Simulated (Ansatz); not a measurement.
A computed series for BAs: point defects

The parent structure is an 8-atom supercell of BAs in the zinc blende structure (space group F-43m, No. 216; a = 4.8093 Å) at its relaxed geometry.

One neutral defect a cell, atoms relaxed at fixed cell.

All numbers come from PBE/PAW in Ansatz (a first-principles code), no spin-orbit coupling.

```json
[
 {"change": "perfect supercell", "pressure": "0.0 GPa", "largest displacement of a host atom from its site in the perfect cell": "–"},
 {"change": "As interstitial (started 1.96 Å from the nearest host atom), symmetric start", "pressure": "34.7 GPa", "largest displacement of a host atom from its site in the perfect cell": "0.42 Å"},
 {"change": "Si on a B site, symmetric start", "pressure": "17.4 GPa", "largest displacement of a host atom from its site in the perfect cell": "0.16 Å"},
 {"change": "H interstitial (started 2.08 Å from the nearest host atom)", "pressure": "[?]", "largest displacement of a host atom from its site in the perfect cell": "[?]"},
 {"change": "Li interstitial (started 1.96 Å from the nearest host atom)", "pressure": "10.0 GPa", "largest displacement of a host atom from its site in the perfect cell": "0.10 Å"}
]
```

What belongs in the blanks?


- H interstitial (started 2.08 Å from the nearest host atom), pressure: 3.3 GPa
- H interstitial (started 2.08 Å from the nearest host atom), largest displacement of a host atom from its site in the perfect cell: 0.00 Å

The magnetic state is the one reached from the starting moments; the real material's order can differ, and small cells can't hold many antiferromagnetic ones. The cell is small, so the values are those of an ordered compound at a high defect concentration; dilute-limit values will differ. A case with no gap was solved on a k-mesh chosen for an insulator, which is coarse for it. Defects with a symmetric start kept the site's symmetry and may sit on a saddle; the others started slightly shaken. Seeded moments were not kept for As interstitial (started 1.96 Å from the nearest host atom), Si on a B site and Li interstitial (started 1.96 Å from the nearest host atom).
